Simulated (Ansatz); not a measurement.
System: interstitial Ag in corundum (charge state +1). Method: PBE, PAW (plane waves to 420 eV; Ansatz, a quantum-chemistry and plane-wave program).

Cell of 120 host sites held at the relaxed PBE lattice; the Γ point alone; Fermi-Dirac width 0.01 eV, spin-restricted; finite-size errors left in. No zero-point or tunnelling terms. The charge state is imposed; whether it is stable for some Fermi level was not computed. Sites that were not tried may lie lower. The start lies 0.55 eV above the lowest site run (PBE).

Barriers: single points on a 2×2×2 k-point mesh shifted by half a step along c at the bands' geometries.

The step: several atoms move together, Ag the farthest. Atoms about the jump, Cartesian Å from the middle of the jump, before and after:

| atom | x0 | y0 | z0 | x1 | y1 | z1 |
|---|---|---|---|---|---|---|
| Ag1 | 1.16 | -0.38 | 0.18 | -1.16 | 0.38 | -0.18 |
| O2 | 0.11 | 0.80 | 1.52 | 0.53 | 0.64 | 1.33 |
| O3 | -0.53 | -0.64 | -1.33 | -0.11 | -0.80 | -1.52 |
| O4 | -0.46 | 1.94 | -1.08 | -0.45 | 2.14 | -1.34 |
| O5 | 0.45 | -2.14 | 1.34 | 0.46 | -1.94 | 1.08 |
| Al6 | 1.20 | -0.74 | -2.09 | 1.26 | -0.77 | -0.34 |
| Al7 | -1.26 | 0.77 | 0.34 | -1.20 | 0.74 | 2.09 |
| O8 | 2.15 | 0.76 | -1.36 | 2.11 | 0.72 | -1.07 |
| O9 | -2.11 | -0.72 | 1.07 | -2.15 | -0.76 | 1.36 |
| Al10 | -1.29 | 0.66 | -2.45 | -1.20 | 0.73 | -2.59 |
| Al11 | 1.20 | -0.73 | 2.59 | 1.29 | -0.66 | 2.45 |
| O12 | 2.93 | -0.61 | 1.38 | 2.68 | -0.69 | 1.09 |
| O13 | -2.68 | 0.69 | -1.09 | -2.93 | 0.61 | -1.38 |
| Al14 | 1.18 | 2.18 | -1.96 | 1.22 | 2.11 | -1.99 |
| Al15 | -1.22 | -2.11 | 1.99 | -1.18 | -2.18 | 1.96 |
| O16 | -2.00 | 2.28 | 1.09 | -1.97 | 2.23 | 1.25 |
| O17 | 1.97 | -2.23 | -1.25 | 2.00 | -2.28 | -1.09 |
| Al18 | 1.17 | 2.15 | 2.02 | 1.29 | 2.16 | 1.96 |
| Al19 | -1.29 | -2.16 | -1.96 | -1.17 | -2.15 | -2.02 |
| O20 | 0.47 | 0.67 | -3.29 | 0.48 | 0.84 | -3.38 |
| O21 | -0.48 | -0.84 | 3.38 | -0.47 | -0.67 | 3.29 |
| Al22 | -1.22 | 3.49 | -0.22 | -1.17 | 3.42 | -0.29 |
| Al23 | 1.17 | -3.42 | 0.29 | 1.22 | -3.49 | 0.22 |
| Al24 | 3.67 | 0.67 | 0.32 | 3.60 | 0.70 | 0.23 |

Problem. Give the saddle-point geometry and the barrier.

Solution. 
| atom | x | y | z |
|---|---|---|---|
| Ag1 | 0.01 | 0.01 | -0.01 |
| O2 | 0.47 | 0.78 | 1.68 |
| O3 | -0.47 | -0.78 | -1.68 |
| O4 | -0.45 | 2.05 | -1.32 |
| O5 | 0.45 | -2.05 | 1.30 |
| Al6 | 1.30 | -0.74 | -1.99 |
| Al7 | -1.30 | 0.74 | 1.97 |
| O8 | 2.16 | 0.72 | -1.23 |
| O9 | -2.16 | -0.72 | 1.21 |
| Al10 | -1.31 | 0.69 | -2.43 |
| Al11 | 1.31 | -0.69 | 2.42 |
| O12 | 2.74 | -0.66 | 1.23 |
| O13 | -2.74 | 0.67 | -1.24 |
| Al14 | 1.22 | 2.16 | -1.99 |
| Al15 | -1.21 | -2.16 | 1.98 |
| O16 | -1.97 | 2.22 | 1.19 |
| O17 | 1.98 | -2.22 | -1.20 |
| Al18 | 1.32 | 2.25 | 2.01 |
| Al19 | -1.31 | -2.25 | -2.02 |
| O20 | 0.55 | 0.70 | -3.32 |
| O21 | -0.54 | -0.70 | 3.31 |
| Al22 | -1.20 | 3.34 | -0.27 |
| Al23 | 1.20 | -3.33 | 0.26 |
| Al24 | 3.55 | 0.61 | 0.25 |
It lies 1.13 eV above the start and 1.13 eV above the end. The saddle point's order was not checked, and it lies on a symmetry element of the cell, where a band can be held.
